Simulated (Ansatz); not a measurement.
## A computed series for GaN: pressure series

Consider GaN in the zinc blende structure (space group F-43m, No. 216).

```xyz
2
Lattice="0.0000 2.2743 2.2743 2.2743 0.0000 2.2743 2.2743 2.2743 0.0000" Properties=species:S:1:pos:R:3 pbc="T T T"
N      3.4114     3.4114     3.4114
Ga     0.0000     0.0000     0.0000
```

Cell and atoms are relaxed at each pressure.

Level of theory: plane-wave PAW DFT at the PBE level (Ansatz, an electronic-structure program, 420 eV), no spin-orbit coupling.

```
change            volume per atom  band gap   electron mass
----------------  ---------------  --------  --------------
base                     11.76 Å³   1.54 eV  0.14 mₑ (at Γ)
pressure −2 GPa          11.90 Å³   1.46 eV  0.14 mₑ (at Γ)
pressure −1 GPa          11.83 Å³   1.50 eV  0.14 mₑ (at Γ)
pressure 1.8 GPa         11.64 Å³   1.61 eV  0.15 mₑ (at Γ)
pressure 4.2 GPa         11.49 Å³   1.69 eV  0.15 mₑ (at Γ)
pressure 9 GPa           11.22 Å³   1.84 eV  0.16 mₑ (at Γ)
pressure 18 GPa          10.79 Å³   2.09 eV  0.18 mₑ (at Γ)
pressure 30 GPa          10.32 Å³   2.38 eV  0.20 mₑ (at Γ)
pressure 45 GPa           9.85 Å³   2.67 eV  0.23 mₑ (at Γ)
pressure 60 GPa           9.47 Å³   2.92 eV  0.24 mₑ (at Γ)
```

Load acts through the strain it causes; cell and atoms are relaxed under it. Masses are band curvatures over ±0.01 Å⁻¹ around the edge. Whether these cells are dynamically stable was not tested. Tetrahedral semiconductors of this kind turn to denser phases somewhere between about 1 and 50 GPa; those were not computed, so compressed cells here can lie past the real transition. This is not the structure that GaN has at room temperature and ambient pressure.
